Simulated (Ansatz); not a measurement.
Bond-angle distributions (per cent of the angles at each element, bins of 10°) of a relaxed model of amorphous Ta16O42Si at 7.13 g/cm³. These are PBE, scalar-relativistic without spin-orbit coupling (plane waves to 420 eV, PAW; Ansatz, a program for electronic structure) values and carry that method's errors.

It comes from a melt-quench run on a machine-learned potential (CHGNet), relaxed afterwards by DFT. O atoms were pushed apart under 1.9 Å during the dynamics, to hinder bonds among them. The hot cell started wider than the set density and was brought back towards it in steps. It is the lowest in DFT energy of 2 quenches. It is a model cell: composition and starting density were chosen by hand, and all elements were melted together. No dispersion term was used. Its density started from a set value of 7.13 and ended at 7.13 g/cm³. The simulated quench (nominally 300 K/ps over its main leg) is rapid and tends to freeze in more defects than a deposited or slowly cooled glass has. A cell of this size samples the disorder only roughly. The volume was held where the preparation left it, at a PBE pressure of 1.2 GPa. Stress components on the final sampling reach 3.2 GPa. On a 2×2×2 Γ-centred mesh force components of up to 0.16 eV/Å stay, since the relaxation ran on the zone centre alone. Cycles of charging lowered its energy after that relaxation.

Neighbours within Ta-Ta 3.12 Å, Ta-O 2.54 Å, Ta-Si 2.78 Å, O-O 1.58 Å, O-Si 2.12 Å, Si-Si 2.60 Å count as bonded. Two cations that share two anions don't count as bonded, nor two that share one unless they lie closer than Ta-Ta 3.04 Å, Ta-Si 2.71 Å, Si-Si 2.38 Å.

```tsv
angle (°)	at Ta	at O
50-60	0	0
60-70	3	0
70-80	11	0
80-90	25	3
90-100	18	11
100-110	13	15
110-120	7	16
120-130	3	2
130-140	3	13
140-150	5	13
150-160	3	23
160-170	6	3
170-180	3	2
```

They go with these counts of neighbours within the cut-offs, cation contacts included: Ta mean 5.6, most often 6; O mean 2.2, most often 2.
